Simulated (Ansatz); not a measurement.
We consider BiVO4 (I4₁/a, No. 88, 12 atoms in the cell; start mp-23044; high-temperature phase), described by r²SCAN-D4 (Ansatz, an electronic-structure program, PAW).

Run with plane-wave cutoff 500 eV, 12×12×12 k mesh, gaussian smearing 0.02 eV, no spin polarisation, scalar-relativistic PAW data made under PBE.

Cell (relaxed at this level):

```cif
data_Bi4O16V4
_chemical_formula_sum 'V4 Bi4 O16'
_space_group_name_H-M_alt 'I41/a :1'
_space_group_IT_number 88
_space_group_name_Hall 'I 4bw -1bw'
_cell_length_a 5.11049
_cell_length_b 5.11049
_cell_length_c 11.57671
_cell_angle_alpha 90.000
_cell_angle_beta 90.000
_cell_angle_gamma 90.000
loop_
_space_group_symop_operation_xyz
  'x, y, z'
  '-y, x+1/2, z+1/4'
  '-x+1/2, -y+1/2, z+1/2'
  'y+1/2, -x, z+3/4'
  '-x, -y+1/2, -z+1/4'
  'y, -x, -z'
  'x+1/2, y, -z+3/4'
  '-y+1/2, x+1/2, -z+1/2'
  'x+1/2, y+1/2, z+1/2'
  '-y+1/2, x, z+3/4'
  '-x, -y, z'
  'y, -x+1/2, z+1/4'
  '-x+1/2, -y, -z+3/4'
  'y+1/2, -x+1/2, -z+1/2'
  'x, y+1/2, -z+1/4'
  '-y, x, -z'
loop_
_atom_site_label
_atom_site_type_symbol
_atom_site_symmetry_multiplicity
_atom_site_Wyckoff_symbol
_atom_site_fract_x
_atom_site_fract_y
_atom_site_fract_z
_atom_site_occupancy
V1 V 4 b 0.00000 0.00000 0.50000 1
Bi1 Bi 4 a 0.00000 0.00000 0.00000 1
O1 O 16 f 0.25112 0.36046 0.07902 1
```
(The calculation used a cell of 12 atoms; values per cell refer to that cell.)

### Question
Give the computed band gap.

### Answer

band gap: 2.40 eV (on the SCF k mesh)

Note: the relaxation could not lower the start's symmetry, so the cell can be a saddle point above a distorted one.

Spin–orbit coupling is not included; with these elements it can move the gap by several tenths of an eV or more.

Computed values are for the static lattice.

Computing time: roughly 11 core-minutes.

A start named mp-… is a Materials Project structure, which need not be a measured phase.
